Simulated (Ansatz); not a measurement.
The parent structure is TaC in the rock salt structure (space group Fm-3m, No. 225; relaxed with 0.1 eV smearing).

```xyz
2
Lattice="0.0000 2.2200 2.2200 2.2200 0.0000 2.2200 2.2200 2.2200 0.0000" Properties=species:S:1:pos:R:3 pbc="T T T"
C      0.0000     0.0000     0.0000
Ta     2.2200     2.2200     2.2200
```

Cartesian axes are those of the cell as printed.

Level of theory: Ansatz (a quantum-chemistry and plane-wave program) PBEsol, without spin-orbit coupling.

Base values:

| Quantity | Result |
|---|---|
| Volume per atom | 10.94 Å³ |

Now apply this change: biaxial strain +4.94 %, plane normal [111], relaxed out of plane (Cartesian); in-plane vectors clamped, the third vector and the atoms free.

Predict the new volume per atom.

The volume per atom rises by 0.69 Å³ (10.94 Å³ → 11.63 Å³).

Whether these cells are dynamically stable was not tested. All final runs are without spin polarisation. An odd electron count without spin: TaC.
